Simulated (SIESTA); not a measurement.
Several settings converged on Au (Fm-3m, 1 atom in the cell)

```
Au
1.0
    0.00000     2.03388     2.03388
    2.03388     0.00000     2.03388
    2.03388     2.03388     0.00000
Au
1
Cartesian
  0.00000   0.00000   0.00000
```

Base method: GGA PBEsol, numerical atomic orbitals DZP, PseudoDojo PBEsol standard norm-conserving potentials (rewritten from UPF to PSML) in SIESTA 5.4.2.

Base settings: XC.functional = GGA; XC.authors = PBEsol; potentials = PseudoDojo PBEsol standard; PAO.BasisSize = DZP; PAO.EnergyShift = 0.01 Ry; MeshCutoff = 300 Ry; kgrid.MonkhorstPack = 8 8 8; OccupationFunction = FD; ElectronicTemperature = 0.1 eV; MaxSCFIterations = 150.

**The width of Fermi-Dirac smearing**

In this ladder: kgrid.MonkhorstPack = 13 13 13.

Narrow widths need finer meshes than wide ones, so the last steps can hold mesh noise.

Only quantities that move along the ladder and can be compared are tabulated; pressure and forces are left out, as mesh noise rules them at narrow widths.

```tsv
ElectronicTemperature	free energy less the last step's (meV/atom)
1 eV	-632.71
0.5 eV	-119.74
0.3 eV	-37.91
0.2 eV	-15.68
0.1 eV	-3.07
0.05 eV	0.00
```

Widest ElectronicTemperature that holds the free energy within 5 meV/atom: not settled: the last two steps still differ by 3.1 meV/atom, over half the tolerance, so the ladder does not show it.

**The width of Gaussian smearing**

In this ladder: kgrid.MonkhorstPack = 13 13 13; OccupationFunction = MP; OccupationMPOrder = 0.

Narrow widths need finer meshes than wide ones, so the last steps can hold mesh noise.

Only quantities that move along the ladder and can be compared are tabulated; pressure and forces are left out, as mesh noise rules them at narrow widths.

```csv
ElectronicTemperature,free energy less the last step's (meV/atom)
1 eV,-66.55
0.5 eV,-15.61
0.3 eV,-5.54
0.2 eV,-2.45
0.1 eV,-0.62
0.05 eV,0.00
```

Widest ElectronicTemperature that holds the free energy within 5 meV/atom of the last step, with all finer ones: 0.2 eV; the step before is off by 5.5 meV/atom.

**The width of Methfessel-Paxton smearing**

In this ladder: kgrid.MonkhorstPack = 13 13 13; OccupationFunction = MP; OccupationMPOrder = 1.

Narrow widths need finer meshes than wide ones, so the last steps can hold mesh noise.

Only quantities that move along the ladder and can be compared are tabulated; pressure and forces are left out, as mesh noise rules them at narrow widths.

```tsv
ElectronicTemperature	free energy less the last step's (meV/atom)
1 eV	4.09
0.5 eV	0.29
0.3 eV	-0.02
0.2 eV	-0.28
0.1 eV	-0.25
0.05 eV	0.00
```

Widest ElectronicTemperature that holds the free energy within 2 meV/atom of the last step, with all finer ones: 0.5 eV; the step before is off by 4.1 meV/atom.

On the base run: the starting cell has typed, rounded lattice constants, without a prior relaxation at this level. Its lattice was rescaled by up to half a per cent. Values carry the incompleteness of an atom-centred basis.

Left out of this page: 6 runs of the series outside the window shown, repeating another row's setting, or not comparable.
